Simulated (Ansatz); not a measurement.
**Response to strain in WC**

Consider WC (space group P-6m2, No. 187; a = 2.884 Å, c = 2.812 Å; relaxed with 0.1 eV smearing).

Strains are applied to the cell and any free atomic positions relax.

All numbers come from LDA/PAW in Ansatz (a first-principles code), no SOC.

Candidates:
(a) isotropic strain +2.00 %
(b) isotropic strain −2.00 %
(c) isotropic strain −3.00 %
(d) isotropic strain −1.50 %

Notes on the quantities. energy relative to the base: free energy F.

Question: Order them by energy relative to the base, highest first.

Answer: (c) isotropic strain −3.00 % (+120 meV/atom), (b) isotropic strain −2.00 % (+52 meV/atom), (a) isotropic strain +2.00 % (+45 meV/atom), (d) isotropic strain −1.50 % (+29 meV/atom)

Stability against distortions was not tested. All final runs are without spin polarisation.
